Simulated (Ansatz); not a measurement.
The parent structure is AlN in the wurtzite structure (space group P6_3mc, No. 186; a = 3.114 Å, c = 4.983 Å). Axes: x lies along a and z along c of the hexagonal cell.

The values are results of PBEsol in Ansatz (plane waves to 420 eV, PAW, no SOC), not measurements.

Modification: the cell is stretched by 2.40 % along z with no lateral relaxation, atoms relaxed at fixed cell.

Task: What happens to the stress?

Result: The stress (xx, yy, zz, yz, xz, xy; compression positive) amounts to (-2.24, -2.24, -8.45, 0.00, 0.00, 0.00) GPa.

The cells carry an imposed strain or load. No phonon test of stability was made.

Ansatz is an electronic-structure program.
